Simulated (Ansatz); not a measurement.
System: Ni3Sn (Pm-3m, No. 221, 4 atoms in the cell; start mp-11522; a measured phase of this formula has another space group). Method: PBEsol (Ansatz, a quantum-chemistry and plane-wave program, plane waves, PAW).

Settings: plane-wave cutoff 520 eV, 16×16×16 k mesh, Fermi–Dirac smearing 0.05 eV, no spin polarisation, scalar-relativistic PAW data made under PBE.

Cell (relaxed at this level):

```
Ni3Sn
1.0
    3.67699     0.00000     0.00000
    0.00000     3.67699     0.00000
    0.00000     0.00000     3.67699
Ni Sn
3 1
Cartesian
  0.00000   1.83849   1.83849
  1.83849   0.00000   1.83849
  1.83849   1.83849   0.00000
  0.00000   0.00000   0.00000
```

**Question.** Predict the bulk modulus B0.

**Answer.** 
- bulk modulus B0 = 191 GPa

Note: the run has no spin polarisation, so it can have missed a magnetic state; the bulk modulus is −V dP/dV from two relaxed cells at ±2 % in volume; the relaxation could not lower the start's symmetry, so the cell can be a saddle point above a distorted one.

Spin–orbit coupling is not included.

Computed values are for the static lattice.

It cost roughly 50 core-seconds of CPU time.

A start named mp-… is a Materials Project structure, which need not be a measured phase.
